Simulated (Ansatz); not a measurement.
Base system: CdS in the zinc blende structure (space group F-43m, No. 216; a = 5.8777 Å). Axes: x, y, z lie along the cube axes.

All numbers come from r2SCAN (Ansatz, an electronic-structure program), no spin-orbit coupling.

Perturbation: compressive biaxial strain of 2.00 % in the plane normal to [001], as in epitaxy on a mismatched substrate; the out-of-plane cell vector and the atoms relax.

Estimate the effect on the out-of-plane strain and energy relative to the base.

The out-of-plane strain amounts to +2.92 %; the energy increases by 3.1 meV/atom.

No phonon test of stability was made.
